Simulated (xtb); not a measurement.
xtb 6.7.1, GFN2-xTB: Ge(NiPr2)(OMe)3 (C[O][Ge]([O]C)([O]C)[N](C(C)C)C(C)C), 37 atoms. The geometry is a generated start, not checked to be a minimum at this level.

- method: GFN2-xTB
- --acc: 1 (default)
- --etemp (K): 300 (default)
- detailed input (--input): none: ANC optimiser, Lindh (1995) Hessian, microcycle=20, maxdispl=1.0, hlow=0.01 (default)
- basis functions: 85
- valence electrons: 86

The structure is relaxed from this start with --opt LEVEL for the levels crude, sloppy, loose, lax, normal, tight, vtight, extreme, once each. Up to the end of the extreme run atoms move by at most 0.82 Å along an axis.

Q: Choose the cheapest level whose final energy lies within 1 meV of that of extreme.

A: tight: 41 cycles against 57, ending 0.062 meV above.

```tsv
level	cycles	energy above the extreme run (meV)	gradient norm (eV/Å)
crude	1	22	0.12
sloppy	1	22	0.12
loose	1	22	0.12
lax	1	22	0.12
normal	11	18	0.021
tight	41	0.062	0.017
vtight	48	under 0.01	0.0073
extreme	57	—	0.0017
```
